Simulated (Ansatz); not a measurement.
```
CELL_PARAMETERS angstrom
      3.83446     3.83564     3.83446
      3.83446    -3.83564     3.83446
      3.83432    -3.83564    -3.83432
ATOMIC_POSITIONS crystal
  Rh 0.99943 0.74943 0.75000
  Rh 0.25057 0.00057 0.75000
  Rh 0.00052 0.49948 0.50104
  Rh 0.49943 0.24943 0.75000
  Rh 0.25064 0.75056 0.50008
  Rh 0.75057 0.50057 0.75000
  Rh 0.00138 0.24959 0.25000
  Ir 0.49965 0.00035 0.49930
  Rh 0.25041 0.49862 0.25000
  Rh 0.74944 0.24936 0.50008
  Rh 0.49959 0.75138 0.25000
  Rh 0.00056 0.00064 0.99992
  Ir 0.25035 0.24965 0.00070
  Rh 0.74862 0.00041 0.25000
  Rh 0.49936 0.49944 0.99992
  Rh 0.74948 0.75052 0.99896
```

The mixing enthalpy is taken against the end members in the face-centred cubic type, relaxed in the same cell and mesh.

All values below come from PBE (plane waves to 420 eV, PAW; Ansatz, a program for electronic structure). Spin–orbit coupling is left out. Its k-point mesh 6×6×6, Fermi–Dirac width 0.05 eV.

### Question
Give the composition and order of this alloy cell, and its volume, bond lengths and mixing enthalpy.

### Answer
A 16-atom cell of (Rh,Ir) started in the face-centred cubic structure, site fractions Rh 0.875, Ir 0.125, short-range order -0.05 among the nearest mixed sites of the first mixed sublattice (0 is random, a negative value favours unlike neighbours), space group Fmmm at the end, an ordered arrangement that its symmetry holds.
- volume per atom = 14.10 Å³
- Rh–Rh bonds (within 1.22 times the sum of covalent radii) = 2.713 Å on average, from 2.699 to 2.724 (73)
- Ir–Rh bonds (within 1.22 times the sum of covalent radii) = 2.706 Å on average, from 2.702 to 2.711 (22)
- Ir–Ir bonds (within 1.22 times the sum of covalent radii) = 2.704 Å on average, from 2.704 to 2.704 (1)
- mixing enthalpy per site of the mixed sublattice = -11 meV
- departure of the mean lattice parameter from Vegard's line = under 0.15 %, inside the noise of the relaxations
